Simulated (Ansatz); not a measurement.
Cubic perovskite KZnF3

Calculation: LDA (PAW; Ansatz, a program for electronic structure).

Run with plane-wave cutoff 520 eV, 8×8×8 k mesh, Fermi–Dirac smearing 0.01 eV, scalar-relativistic PAW data made under PBE.

Cell (relaxed at this level):

Space group Pm-3m (No. 221); a = 3.973 Å, b = 3.973 Å, c = 3.973 Å, α = 90.00°, β = 90.00°, γ = 90.00°

```tsv
atom	site	symmetry	x	y	z
K	1a	m-3m	0.0000	0.0000	0.0000
Zn	1b	m-3m	0.5000	0.5000	0.5000
F	3c	4/mm.m	0.0000	0.5000	0.5000
```

bulk modulus: 95.6 GPa
band gap: 3.79 eV (indirect)
smallest direct gap on the k points sampled: 5.92 eV
pressure derivative B′ of the bulk modulus: 4.7

Measured, for comparison: bulk modulus 80 GPa (temperature not stated, no zero-point or thermal correction, (C11+2C12)/3; as tabulated in Vaitheeswaran et al. (2016), arXiv:1609.00541). Computed (rounded) less measured: bulk modulus +19 %.

Computed values are for the static lattice.
